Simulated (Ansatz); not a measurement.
Base system: TiAl (space group P4/mmm, No. 123; relaxed with 0.1 eV smearing).

Space group P4/mmm (No. 123); a = b = 2.7961 Å, c = 4.0378 Å, α = β = γ = 90.00°

```tsv
atom	site	symmetry	x	y	z
Al	1d	4/mmm	0.5000	0.5000	0.5000
Ti	1a	4/mmm	0.0000	0.0000	0.0000
```

Computed with plane-wave PAW DFT at the PBEsol level (Ansatz, a program for electronic structure, 420 eV), spin-orbit coupling left out, earlier PAW set.

Before the change:

| Quantity | Result |
|---|---|
| Pressure | 0.0 GPa |

One thing is altered: every lattice vector is shortened by 4.85 %, atoms relaxed at fixed cell.

Question: How does this affect the energy relative to the base?

Answer: The energy goes up by 144 meV/atom.

Question: How does this affect the pressure?

Answer: The pressure (mean of the normal stresses, compression positive) goes from zero to 23.8 GPa.

The cells carry an imposed strain or load. Whether these cells are dynamically stable was not tested. All final runs are without spin polarisation.
